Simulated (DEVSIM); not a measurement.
Device: abrupt In0.53Ga0.47As p-n junction, at 300 K.

| layer (left to right) | material | thickness (μm) | Nd (cm⁻³) | Na (cm⁻³) | τn (s) | τp (s) |
|---|---|---|---|---|---|---|
| 1 | In0.53Ga0.47As | 1.30 | - | 3.7e15 | 9.4e-9 | 9.4e-9 |
| 2 | In0.53Ga0.47As | 83.0 | 4.1e16 | - | 9.4e-9 | 9.4e-9 |

Left contact: ohmic. Right contact: ohmic. Voltage is applied to the left contact. Recombination: SRH at mid-gap, radiative. Mobility is μmin + (μ − μmin)/(1 + (N/Nref)^α).

Constants are typed, rounded textbook-type inputs, not results; the design itself was drawn at random and stands for no fabricated device. Values at 300 K.

| parameter | In0.53Ga0.47As |
|---|---|
| gap (eV) | 0.74 |
| affinity (eV) | 4.51 |
| permittivity | 13.9 |
| Nc (cm⁻³) | 2.1e17 |
| Nv (cm⁻³) | 7.7e18 |
| μn (cm²/Vs) | 12000 |
| μp (cm²/Vs) | 300 |
| μn,min | 300 |
| μp,min | 10 |
| Nref,n | 1.3e17 |
| Nref,p | 4.9e17 |
| αn | 0.48 |
| αp | 0.4 |
| B (cm³/s) | 9.6e-11 |

DEVSIM, 1D drift-diffusion, Boltzmann statistics, complete ionisation; no tunnelling, impact ionisation, image-force lowering or self-heating.

**Question.** Tabulate band edges, carrier densities and field at -10.0 V on the left contact.

**Answer.** Energies count from the Fermi level of the right contact; mesh points crowd at the junctions.

```
x (μm)   Ec (eV)  Ev (eV)  n (cm⁻³)  p (cm⁻³)  field (V/cm)
-------  -------  -------  --------  --------  ------------
0.000     10.542    9.803     1.6e8    3.7e15        -42000
0.03665   10.387    9.647     1.6e8    9.0e12        -43000
0.1271     9.976    9.236     1.4e8     4.2e8        -48000
0.3654     8.705    7.965     1.2e8     2.8e8        -59000
0.9788     4.173    3.433     8.1e7     7.6e7        -89000
1.185      2.246    1.506     7.3e7     3.5e7        -99000
1.268      1.407    0.667     7.1e7     2.1e7       -100000
1.312      0.956    0.216     1.0e8     1.7e7        -97000
1.368      0.493   -0.247     1.2e9   9700000        -67000
1.512      0.050   -0.690    3.1e16    200000         -3300
1.904      0.042   -0.698    4.1e16   2400000           ≈ 0
3.500      0.042   -0.698    4.1e16   8600000           ≈ 0
6.961      0.042   -0.698    4.1e16     1.3e7           ≈ 0
15.80      0.042   -0.698    4.1e16     1.5e7           ≈ 0
50.46      0.042   -0.698    4.1e16     1.5e7           ≈ 0
71.08      0.042   -0.698    4.1e16     1.5e7           ≈ 0
79.14      0.042   -0.698    4.1e16     1.5e7           ≈ 0
82.38      0.042   -0.698    4.1e16     1.5e7           ≈ 0
83.77      0.042   -0.698    4.1e16     1.5e7           ≈ 0
84.11      0.042   -0.698    4.1e16     1.5e7           ≈ 0
84.24      0.042   -0.698    4.1e16     1.5e7           ≈ 0
84.30      0.042   -0.698    4.1e16     1.5e7           ≈ 0
```
